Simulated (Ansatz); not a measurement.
Density of states of InSe (P6_3/mmc) above the conduction band minimum, PBEsol+D3BJ, rigid bands in Ansatz (a first-principles code); cell volume 220.7 Å³.

(energy from edge (eV), 10⁻³ states/eV/cell): (0.006, 2.72); (0.031, 6.44); (0.056, 9.10); (0.081, 11.7); (0.106, 14.2); (0.131, 16.9); (0.156, 19.6); (0.181, 22.0); (0.206, 25.3); (0.231, 28.1); (0.256, 31.1); (0.281, 33.9); (0.319, 39.0); (0.344, 42.5); (0.369, 46.3); (0.394, 49.6); (0.419, 53.4); (0.444, 57.6); (0.469, 62.2); (0.494, 66.2); (0.519, 70.5); (0.544, 74.5); (0.569, 79.7); (0.594, 403)

Q: What effective density of states at 300 K does this give (∫ g(E) exp(−E/k_BT) dE, both spins, divided by the cell's size)?

A: 6.4e17 cm⁻³, a density-of-states mass of 0.086 mₑ, valleys and band degeneracy included.

Spin-orbit coupling is left out. Geometry: cell and atoms relaxed with PBEsol+D3(BJ).

PBEsol with a dispersion correction tends to overbind, so the cell can be several per cent short: InSe (P6_3/mmc).
